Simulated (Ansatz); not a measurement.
A periodic model of amorphous Hf₁₀Si₁₀O₃₁N₆:

```xyz
57
Lattice="9.1473 0.0000 0.0000 0.0000 9.1473 0.0000 0.0000 0.0000 9.1473" Properties=species:S:1:pos:R:3 pbc="T T T"
Hf     3.1381     6.2462     3.6337
Hf     7.9381     0.7554     8.5507
Hf     2.2933     1.8596     7.4381
Hf     8.7624     3.7746     1.6328
Hf     0.7954     3.6643     4.7360
Hf     7.2782     7.1959     3.4874
Hf     3.8489     2.4759     4.3976
Hf     5.6087     4.8950     2.3003
Hf     4.5353     8.8746     2.3759
Hf     2.6782     6.0477     0.4071
Si     0.7685     8.3863     1.6886
Si     0.6375     5.1317     7.7273
Si     6.9652     1.6231     3.8593
Si     5.6792     2.7917     6.5557
Si     5.6221     7.2724     9.0761
Si     7.3449     5.1988     6.0969
Si     2.2187     7.6905     6.4975
Si     0.6158     0.7152     5.4096
Si     4.6099     5.7950     6.9091
Si     2.2981     2.0206     1.8355
O      4.1925     4.3945     4.0822
O      8.4705     1.2331     4.5139
O      3.3669     8.2633     3.7444
O      4.0355     2.5684     6.7590
O      1.7491     0.4869     1.9984
O      8.0754     4.0381     5.2152
O      8.5067     2.2721     0.4277
O      6.5000     8.6018     0.2583
O      7.1331     2.8366     2.7345
O      6.3758     0.1645     3.2385
O      1.5125     5.4338     4.4703
O      6.5728     2.0009     7.6348
O      0.1945     1.0131     7.0094
O      7.7012     5.4047     2.5422
O      4.1107     7.6792     0.6054
O      3.4795     6.6665     5.8835
O      1.4555     6.6005     7.5367
O      0.8446     4.9287     0.2060
O      8.2143     5.3735     7.4849
O      5.9777     5.7846     0.5175
O      2.3900     2.2867     0.2120
O      1.0939     8.2594     5.4115
O      1.2435     3.8525     6.9073
O      7.3911     6.6452     5.3565
O      0.1516     8.5686     0.2047
O      1.7566     7.0546     1.9121
O      2.7619     8.9891     7.3001
O      8.8025     8.2272     2.8207
O      5.4590     7.1028     7.4539
O      3.5368     5.0709     1.8149
O      3.6631     5.1895     8.0567
N      5.3264     6.7117     3.0712
N      5.7920     2.0620     5.0016
N      3.9044     1.7834     2.4960
N      5.7777     4.5930     6.4705
N      1.9037     1.8448     5.2008
N      1.2026     3.1451     2.6566
```

Calculation: PBE, scalar-relativistic without spin-orbit coupling (plane waves to 420 eV, PAW; Ansatz, a quantum-chemistry and plane-wave program).

Preparation: random packing, a CHGNet melt and quench, and a DFT relaxation. O and N atoms were pushed apart under 1.9 Å during the dynamics, to hinder bonds among them. The hot cell started wider than the set density and was brought back towards it in steps. It is the lowest in DFT energy of 2 quenches. It is a model cell: composition and starting density were chosen by hand, and all elements were melted together. No dispersion term was used. Its density started from a set value of 5.73 and ended at 5.74 g/cm³. The simulated quench (nominally 300 K/ps over its main leg) is rapid and tends to freeze in more defects than a deposited or slowly cooled glass has. One small periodic cell is one sample of the glass; other quenches scatter about these values. The volume was free in the relaxation, at fixed shape. Stress components on the final sampling reach 5.0 GPa. On a 2×2×2 Γ-centred mesh force components of up to 0.15 eV/Å stay, since the relaxation ran on the zone centre alone.

Neighbours within Hf-Hf 3.34 Å, Hf-Si 2.89 Å, Hf-O 2.68 Å, Hf-N 2.60 Å, Si-Si 2.60 Å, Si-O 1.94 Å, Si-N 2.02 Å, O-O 1.58 Å, O-N 1.64 Å, N-N 1.70 Å count as bonded. Two cations that share two anions don't count as bonded, nor two that share one unless they lie closer than Hf-Hf 3.25 Å, Hf-Si 2.81 Å, Si-Si 2.38 Å.

Give the coordination numbers, mean bond lengths and angles.


```
Item                                                              Value
---------------------------------  ------------------------------------
Mean coordination of Hf by anions   5.50 (6 with 5, 3 with 6, 1 with 7)
Mean coordination of Si by anions                      4.00 (10 with 4)
Mean coordination of O                      2.42 (18 with 2, 13 with 3)
Mean coordination of N                        3.33 (4 with 3, 2 with 4)
Mean Hf-O bond                     2.124 Å (spread 0.158 Å, 43 counted)
Mean Si-O bond                     1.654 Å (spread 0.037 Å, 32 counted)
Mean Hf-N bond                     2.153 Å (spread 0.125 Å, 12 counted)
Mean Si-N bond                      1.741 Å (spread 0.033 Å, 8 counted)
Bond angle at Hf                              mean 104.4°, spread 28.1°
Bond angle at Si                               mean 109.3°, spread 6.4°
Bond angle at O                               mean 124.7°, spread 21.8°
Bond angle at N                               mean 113.6°, spread 18.8°
```

List the pairs of like atoms that count as bonded by the rules above.

There are none by these rules.
